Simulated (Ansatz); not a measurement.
The starting structures come from a database of crystals and need not be the phases stable at ambient conditions.

By PBEsol, the system below comes out a metal.

```
Ir3Zr
1.0
    3.95968     0.00000     0.00000
    0.00000     3.95968     0.00000
    0.00000     0.00000     3.95968
Zr Ir
1 3
Direct
  0.00000   0.00000   0.00000
  0.50000   0.50000   0.00000
  0.00000   0.50000   0.50000
  0.50000   0.00000   0.50000
```

Space group of this cell: Pm-3m, Cu3Au type. The cell is taken as given; by PBEsol its mean pressure is -5.7 GPa.

The current runs along the normal of the first two printed vectors, the (001) plane. All runs by Ansatz (a quantum-chemistry and plane-wave program), plane waves and PAW, without spin-orbit coupling; the base is PBEsol.

```json
[
 {"run": "base", "mean pressure (GPa)": "-5.7", "G/A, both spins (10¹⁵ S/m²)": "0.93"},
 {"run": "all lengths scaled by 0.98", "mean pressure (GPa)": "13.3", "G/A, both spins (10¹⁵ S/m²)": "1.01"},
 {"run": "all lengths scaled by 1.02", "mean pressure (GPa)": "-19.6", "G/A, both spins (10¹⁵ S/m²)": "(withheld)"},
 {"run": "lengths across the current scaled by 0.98, ions clamped", "mean pressure (GPa)": "6.4", "G/A, both spins (10¹⁵ S/m²)": "0.95"},
 {"run": "lengths across the current scaled by 1.02, ions clamped", "mean pressure (GPa)": "-15.4", "G/A, both spins (10¹⁵ S/m²)": "0.97"},
 {"run": "lengths along the current scaled by 0.97, ions clamped", "mean pressure (GPa)": "3.3", "G/A, both spins (10¹⁵ S/m²)": "(withheld)"},
 {"run": "lengths along the current scaled by 1.03, ions clamped", "mean pressure (GPa)": "-13.0", "G/A, both spins (10¹⁵ S/m²)": "(withheld)"}
]
```

Task: Complete the blanks.

Result: 
- all lengths scaled by 1.02, G/A, both spins (10¹⁵ S/m²): 0.90
- lengths along the current scaled by 0.97, ions clamped, G/A, both spins (10¹⁵ S/m²): 1.02
- lengths along the current scaled by 1.03, ions clamped, G/A, both spins (10¹⁵ S/m²): 0.89
